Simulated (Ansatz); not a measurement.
Start from HgO in the zinc blende structure (space group F-43m, No. 216; a hypothetical phase, not in the database extracts checked).

```xyz
2
Lattice="0.0000 2.5981 2.5981 2.5981 0.0000 2.5981 2.5981 2.5981 0.0000" Properties=species:S:1:pos:R:3 pbc="T T T"
O      3.8971     3.8971     3.8971
Hg     0.0000     0.0000     0.0000
```

Method: Ansatz (an electronic-structure program), PBEsol, PAW, cutoff 420 eV, no SOC.

Base values:

```
Quantity               Value
-------------------  -------
Lattice parameter a  5.196 Å
```

Modification: Te takes the place of Hg on all its sites, then cell and atoms are relaxed.

Tabulated Pauling electronegativity and covalent radius: Hg 2.00, 1.32 Å; Te 2.10, 1.38 Å.

Q: What does the calculation give for the lattice parameter a after the change?

A: The lattice parameter a grows by 0.227 Å to 5.423 Å.

Stability against distortions was not tested. As relaxed here, TeO is a hypothetical phase, not in the database extracts checked. All final runs are without spin polarisation.
